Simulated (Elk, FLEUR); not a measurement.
A FLEUR input for a self-consistent single point of KAu5 (P6/mmm, 6 atoms in the cell) (DFT, LDA (Perdew-Zunger), all-electron FLAPW (FLEUR), scalar-relativistic valence):

Input of the input generator:

```
KAu5 crystal
&input film=f /
10.6557987448 0.0000000615 0.0000000000
-5.3278994257 9.2281923798 0.0000000000
0.0000000000 0.0000000000 8.4015749514
1.0
1.0 1.0 1.0

6
19 0.0000000000 0.0000000000 -0.0000000000
79 0.6666666667 0.3333333333 -0.0000000000
79 0.3333333333 0.6666666667 -0.0000000000
79 0.5000000000 0.0000000000 0.5000000000
79 0.5000000000 0.5000000000 0.5000000000
79 0.0000000000 0.5000000000 0.5000000000

&comp jspins=1 /
&exco xctyp='pz' /
&kpt div1=6 div2=6 div3=6 gamma=t /
&end /
```

```xml
<?xml version="1.0" encoding="UTF-8" standalone="no"?>
<fleurInput fleurInputVersion="0.39">
   <comment>
      KAu5 crystal                                                                                        
   </comment>
   <calculationSetup>
      <cutoffs Kmax="4.1" Gmax="12.3" GmaxXC="12.3" numbands="0"/>
      <scfLoop itmax="60" minDistance="0.00001" maxIterBroyd="99" imix="Anderson" alpha="0.05" precondParam="0.0" spinf="2.0"/>
      <coreElectrons ctail="T" frcor="F" kcrel="0" coretail_lmax="0"/>
      <xcFunctional name="pz" relativisticCorrections="F"/>
      <magnetism jspins="1"/>
      <soc l_soc="F" theta="0.0" phi="0.0" spav="F"/>
      <expertModes spex="0" secvar="F"/>
      <geometryOptimization l_f="T" forcealpha="1.0" forcemix="BFGS" epsdisp="0.00001" epsforce="0.00001"/>
      <ldaU l_linMix="F" mixParam="0.05" spinf="1.0"/>
   </calculationSetup>
   <cell>
      <bzIntegration valenceElectrons="94.0" mode="gauss" fermiSmearingEnergy="0.00367493">
         <kPointListSelection listName="default-1"/>
         <!-- k-points included here -->
         <xi:include xmlns:xi="http://www.w3.org/2001/XInclude" href="kpts.xml"> </xi:include>
      </bzIntegration>
      <!-- symmetry operations included here -->
      <xi:include xmlns:xi="http://www.w3.org/2001/XInclude" href="sym.xml"> </xi:include>
      <bulkLattice scale="1.0">
         <bravaisMatrix>
            <row-1>   10.6557987448000002     0.0000000615000000     0.0000000000000000</row-1>
            <row-2>   -5.3278994257000001     9.2281923797999994     0.0000000000000000</row-2>
            <row-3>    0.0000000000000000     0.0000000000000000     8.4015749514000007</row-3>
         </bravaisMatrix>
      </bulkLattice>
   </cell>
   <atomSpecies>
      <species name="Potassium (K)" element="K" atomicNumber="19">
         <mtSphere radius="2.68" gridPoints="925" logIncrement="0.013"/>
         <atomicCutoffs lmax="10" lnonsphr="8"/>
         <electronConfig flipSpins="F">
            <coreConfig>(1s1/2) (2s1/2) (2p1/2) (2p3/2)</coreConfig>
            <valenceConfig>(3s1/2) (3p1/2) (3p3/2) (4s1/2)</valenceConfig>
            <stateOccupation state="(4s1/2)" spinUp="0.5" spinDown="0.5"/>
         </electronConfig>
         <energyParameters s="4" p="4" d="3" f="4"/>
         <lo type="SCLO" l="0" n="3" eDeriv="0"/>
         <lo type="SCLO" l="1" n="3" eDeriv="0"/>
      </species>
      <species name="Gold (Au)" element="Au" atomicNumber="79">
         <mtSphere radius="2.43" gridPoints="839" logIncrement="0.016"/>
         <atomicCutoffs lmax="10" lnonsphr="8"/>
         <electronConfig flipSpins="F">
            <coreConfig>(1s1/2) (2s1/2) (2p1/2) (2p3/2) (3s1/2) (3p1/2) (3p3/2) (4s1/2) (3d3/2) (3d5/2) (4p1/2) (4p3/2) (5s1/2) (4d3/2) (4d5/2) (4f5/2) (4f7/2)</coreConfig>
            <valenceConfig>(5p1/2) (5p3/2) (6s1/2) (5d3/2) (5d5/2)</valenceConfig>
            <stateOccupation state="(6s1/2)" spinUp="0.5" spinDown="0.5"/>
         </electronConfig>
         <energyParameters s="6" p="6" d="5" f="5"/>
         <lo type="SCLO" l="1" n="5" eDeriv="0"/>
         <lo type="HELO" l="2" n="6" eDeriv="0"/>
      </species>
   </atomSpecies>
   <atomGroups>
      <atomGroup species="Potassium (K)">
         <relPos label="                   1">.0000000000 .0000000000 .0000000000</relPos>
         <force calculate="T" relaxXYZ="TTT"/>
      </atomGroup>
      <atomGroup species="Gold (Au)">
         <relPos label="                   2">-1.000/3.000 1.000/3.000 .0000000000</relPos>
         <relPos label="                   3">1.000/3.000 -1.000/3.000 .0000000000</relPos>
         <force calculate="T" relaxXYZ="TTT"/>
      </atomGroup>
      <atomGroup species="Gold (Au)">
         <relPos label="                   4">1.000/2.000 .0000000000 1.000/2.000</relPos>
         <relPos label="                   5">1.000/2.000 1.000/2.000 1.000/2.000</relPos>
         <relPos label="                   6">.0000000000 1.000/2.000 1.000/2.000</relPos>
         <force calculate="T" relaxXYZ="TTT"/>
      </atomGroup>
   </atomGroups>
   <output dos="F" band="F" slice="F">
      <checks vchk="F" cdinf="F"/>
      <bandDOS minEnergy="-.5*Htr" maxEnergy="0.5*Htr" sigma="0.015" storeEVData="T"/>
      <vacuumDOS vacdos="F" integ="F" star="F" nstars="0" locx1="0.0" locy1="0.0" locx2="0.0" locy2="0.0" nstm="0" tworkf="0.0"/>
      <unfoldingBand unfoldBand="F" supercellX="1" supercellY="1" supercellZ="1"/>
      <plotting iplot="0" polar="F">
         <plot TwoD="T" vec1="  1.0  0.0  0.0" vec2="  0.0  1.0  0.0" vec3="  0.0  0.0  1.0" zero="  0.0  0.0  0.0" file="plot"/>
      </plotting>
      <chargeDensitySlicing numkpt="0" minEigenval="0.0" maxEigenval="0.0" nnne="0" pallst="F"/>
      <specialOutput eonly="F"/>
      <magneticCircularDichroism mcd="F" energyLo="-10.0" energyUp="0.0"/>
   </output>
  <!-- We include the file relax.xml here to enable relaxations (see documentation) -->
  <xi:include xmlns:xi="http://www.w3.org/2001/XInclude" href="relax.xml"> <xi:fallback/> </xi:include>
</fleurInput>
```

Problem. Give the Elk input for the same structure, mesh, smearing and functional.

Solution. This is the input that was run; spellings and numerical settings could be chosen otherwise.

```
tasks
  0

rmtscf
  0.87

stype
  0

swidth
  0.00367493

maxscl
  100

scale
  1.889726125

avec
    5.6388058597    0.0000000326    0.0000000000
   -2.8194029580    4.8833491052    0.0000000000
    0.0000000000    0.0000000000    4.4459220000

sppath
  './'

atoms
  2
  'K.in'
  1
  0.0000000000  0.0000000000  0.0000000000    0.0 0.0 0.0
  'Au.in'
  5
  0.6666666667  0.3333333333  0.0000000000    0.0 0.0 0.0
  0.3333333333  0.6666666667  0.0000000000    0.0 0.0 0.0
  0.5000000000  0.0000000000  0.5000000000    0.0 0.0 0.0
  0.5000000000  0.5000000000  0.5000000000    0.0 0.0 0.0
  0.0000000000  0.5000000000  0.5000000000    0.0 0.0 0.0

ngridk
  6 6 6
```

Basis settings and potentials, where a program has them, do not carry over. This input uses DFT, LDA (PW92), all-electron FP-LAPW, Elk's shipped species files, default APW+lo basis. LDA parametrisations can differ slightly between programs.

The starting cell comes from a database of computed structures (which also holds hypothetical and non-ambient phases and stackings), without a prior relaxation at this level. Its lattice was rescaled by a random factor within 2.5 % of one.
